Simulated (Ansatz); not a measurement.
Point defect C vacancy + C vacancy + Ag interstitial in diamond

The numbers are results of PBE, PAW (plane waves to 420 eV; Ansatz, a program for electronic structure), not measurements. A supercell of 64 sites (2×2×2 repeats of a cell of 8 atoms) was used; the energies come from a 2×2×2 shifted sampling of its zone. Sites at the start: the C site; C 1.55 Å away; midway between the emptied sites. Charged cells carry a point-charge image correction with potential alignment at far atoms. Dielectric constants: PBE linear response of the host. Host gap at this level: 4.13 eV. A cell of this size leaves errors of a few tenths of an eV. PBE underestimates the host's gap, which shifts levels and can delocalise carriers. Spin–orbit coupling is left out. Each state is the lowest found from its start.

Formation energies E_f are given with the Fermi level at the valence-band maximum. Chemical conditions: host crystal and elements as references (Δμ(C) = 0.14 eV, Δμ(Ag) = 0.00 eV; Ag taken from its element, since no compound that bounds it was computed at this level; only phases computed here count, gases as isolated molecules at 0 K). Reference phases: Ag: fcc Ag, C: graphite.

The name describes the start; the neighbours show where the atoms ended.

Charges with a result: +1, 0, −1, −2. Others weren't obtained, and one of them could lie lower, also by skipping a charge.

```
charge         moment (μB)  largest move off a lattice site (Å)  neighbours of the last Ag atom of the defect at the end (Å)  image correction with alignment (eV)  E_f, host crystal and elements as references (eV)  above the lowest spin state (eV)
------  ------------------  -----------------------------------  -----------------------------------------------------------  ------------------------------------  -------------------------------------------------  --------------------------------
+1†             fractional                                 0.15               C 2.08, C 2.08, C 2.08, C 2.08, C 2.08, C 2.08                                  0.72                                                  –                              0.00
+1†     not spin-polarised                                 0.15               C 2.08, C 2.08, C 2.08, C 2.08, C 2.08, C 2.08                                  0.72                                                  –                              0.01
0†                quenched                                 0.14               C 2.06, C 2.06, C 2.06, C 2.06, C 2.06, C 2.06                                  0.00                                               8.94                              0.00
−1†                    0.0                                 0.13               C 2.04, C 2.04, C 2.04, C 2.04, C 2.04, C 2.04                                 -0.05                                                  –                              0.00
−1†     not spin-polarised                                 0.13               C 2.04, C 2.04, C 2.04, C 2.04, C 2.04, C 2.04                                 -0.05                                                  –                              0.00
−2†                    1.0                                 0.14               C 2.06, C 2.06, C 2.06, C 2.06, C 2.06, C 2.06                                  0.67                                                  –                              0.00
```

† Not settled in this cell, so no level is given: charge +1: fractional moment, a level filled in part, level within 0.1 eV of a band edge or past it; charge 0: a level filled in part; charge −1: a large or scattered potential alignment; charge −2: a level filled in part, a large or scattered potential alignment, level within 0.1 eV of a band edge or past it.

Starting moments that weren't kept: charge +1 began with 2 μB and ended with 0.5; charge 0 began with 1 μB and ended with 0.0; charge −1 began with 2 μB and ended with 0.0.

Flagged in the runs: a doubtful potential alignment.

All states together cost very roughly 25 core-minutes.
